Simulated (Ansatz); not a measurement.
An Ansatz (a first-principles code) input for CuGa(Se,Te)2 alloy cell Cu4Ga4SeTe7 (chalcopyrite start):

Ansatz 0.2 input:
```yaml
crystal:
  lattice:
    - [6.026324527, 0.000000021, 0.001905489]
    - [0.000000021, 6.026275864, -0.000000018]
    - [0.003801684, -0.000000036, 12.020528911]
  atoms:
    - { symbol: Cu, position: [0.000157169, 0.00007519, 0.004460172] }
    - { symbol: Cu, position: [0.489178162, 0.511363082, 0.490450623] }
    - { symbol: Cu, position: [0.010821887, 0.511363051, 0.259549378] }
    - { symbol: Cu, position: [0.499842784, 0.000075111, 0.745539813] }
    - { symbol: Ga, position: [0.014276333, -0.012578358, 0.489304608] }
    - { symbol: Ga, position: [0.500483017, 0.499921358, 0.003733757] }
    - { symbol: Ga, position: [0.485723546, -0.012578344, 0.260695395] }
    - { symbol: Ga, position: [-0.000482775, 0.499921572, 0.746266048] }
    - { symbol: Te, position: [0.264522685, 0.250990951, 0.617948011] }
    - { symbol: Te, position: [0.76263464, 0.750722022, 0.132268655] }
    - { symbol: Te, position: [0.749999855, 0.233213088, 0.875000103] }
    - { symbol: Se, position: [0.250000059, 0.738138823, 0.375000011] }
    - { symbol: Te, position: [0.235477435, 0.250990968, 0.13205203] }
    - { symbol: Te, position: [0.737365352, 0.750721987, 0.617731387] }
    - { symbol: Te, position: [0.749999936, 0.261698403, 0.374999973] }
    - { symbol: Te, position: [0.249999915, 0.765961097, 0.875000037] }
basis:
  ecutwfc: 420
  ecutrho_ratio: 4
  xc_grid: 2
kpoints:
  mp_grid: { grid: [4, 4, 2] }
hamiltonian:
  xc: pbe
  dispersion: none
  pseudopotentials: { kind: paw }
scf:
  n_extra_bands: 19
  occupations: { method: fermi_dirac, width: 0.01 }
output:
  forces: true
  stress: true
  eigenstates:
    kpoints:
      - [0.0, 0.0, 0.0]
      - [0.0, -0.5, -0.5]
      - [-0.5, 0.0, -0.5]
      - [-0.5, -0.5, 0.0]
    e_range: [-4.0, 6.0]
    localisation: true
relax:
  f_tol: 0.03
  max_steps: 90
  cell: { stress_tol: 0.15 }
```

Level of theory: PBE (plane waves to 420 eV, PAW; Ansatz). Spin–orbit coupling is left out. Its k-point mesh 4×4×2, Fermi–Dirac width 0.01 eV.

Question: Write the closing report of this run, without the band table and long remarks, to eight decimals at most.

Answer: 
```
SCF converged after 8 iterations
Free energy (F): -95966.301877 eV
Harris-Foulkes:  -95966.301877 eV  (|F-HF|=3.19e-9)
Internal energy: -95966.301864 eV  (E = F + TS)
E sigma→0 (E₀):  -95966.301871 eV
Entropy (-TS):   -0.000013 eV (-0.001 meV/atom)
Fermi energy:    8.183438 eV
--- Per-component energies (eV) ---
  E_band       = -4605.052377
  E_kinetic    = 3040.083186
  E_local      = -44046.813394  (includes V_loc(G=0)·N_el)
  E_nonlocal   = 523.672612
  E_hartree    = 21669.280781
  E_xc         = -1599.903444
  E_vxc        = -1509.460554  (∫ρ·V_xc dr)
  E_paw        = -49186.431357  (= ΣΔE_a)
  E_vpaw       = -5951.097075  (= ΣTr[D̂ρ^β])
  E_aug_tail   = -0.001267  (compensation charges beyond the density's cutoff)
  E_ewald      = -26366.188981
  E_smearing   = -0.000013  (= −TS)
  E_closure    = 0.000000  (closes the sum)
  Σ components = -95966.301877   (vs F -95966.301877, Δ=0.00e0)
--- Forces (eV/Å), atoms counted from 1 ---
  atom   1  Cu    -0.00214870     0.00003612    -0.00132418
  atom   2  Cu     0.01098271    -0.01622817     0.01566098
  atom   3  Cu    -0.01098271    -0.01622817    -0.01566098
  atom   4  Cu     0.00214870     0.00003612     0.00132418
  atom   5  Ga    -0.01480062     0.00558155    -0.00004416
  atom   6  Ga    -0.01346785     0.00736843     0.00155184
  atom   7  Ga     0.01480062     0.00558155     0.00004416
  atom   8  Ga     0.01346785     0.00736843    -0.00155184
  atom   9  Te     0.00667686     0.00649283    -0.00280928
  atom  10  Te     0.00854106    -0.00658615     0.00777777
  atom  11  Te     0.00000000    -0.00746402    0.00000000
  atom  12  Se    0.00000000     0.02649826     0.00000000
  atom  13  Te    -0.00667686     0.00649283     0.00280928
  atom  14  Te    -0.00854106    -0.00658615    -0.00777777
  atom  15  Te     0.00000000    -0.00332166    0.00000000
  atom  16  Te     0.00000000    -0.00904086    0.00000000
  max |Σ_I F_I| component: 9.45e-7 eV/Å
--- Stress (GPa, compression-positive) ---
        0.041350       0.000000      -0.011068
        0.000000       0.031425      0.000000
       -0.011068      0.000000       0.033385
  P = ⅓ Tr σ = 0.0354 GPa (0.354 kbar)
--- Relaxed structure (3 steps of the walk, 3 accepted, 1 SCFs on fresh bases) ---
  F+E_penalty+E_count = -95966.30187733 eV   max|allowed force component| = 2.650e-2 eV/Å   (the final SCF, on the basis selected at the relaxed cell)
  cell:  # Å, volume = 439.9060 Å³
    - [6.04100727, 0.0, 0.01220803]
    - [0.0, 6.04545431, 0.0]
    - [0.02435324, 0.0, 12.04545921]
  atoms:
    - { symbol: Cu, position: [-0.00052852, -0.00150261, 0.00285757] }
    - { symbol: Cu, position: [0.48820157, 0.51492696, 0.49116776] }
    - { symbol: Cu, position: [0.01179843, 0.51492696, 0.25883224] }
    - { symbol: Cu, position: [0.50052852, -0.00150261, 0.74714243] }
    - { symbol: Ga, position: [0.01028102, -0.00766966, 0.49468913] }
    - { symbol: Ga, position: [0.50121378, 0.49534917, 0.00192009] }
    - { symbol: Ga, position: [0.48971898, -0.00766966, 0.25531087] }
    - { symbol: Ga, position: [-0.00121378, 0.49534917, 0.74807991] }
    - { symbol: Te, position: [0.26710316, 0.25092034, 0.62017853] }
    - { symbol: Te, position: [0.76025968, 0.74812372, 0.12939031] }
    - { symbol: Te, position: [0.75000000, 0.23212951, 0.875] }
    - { symbol: Se, position: [0.25000000, 0.74655930, 0.37500000] }
    - { symbol: Te, position: [0.23289684, 0.25092034, 0.12982147] }
    - { symbol: Te, position: [0.73974032, 0.74812372, 0.62060969] }
    - { symbol: Te, position: [0.75000000, 0.26061974, 0.37500000] }
    - { symbol: Te, position: [0.25000000, 0.76039560, 0.87500000] }
```

Cost: around 9 core-minutes (rough).
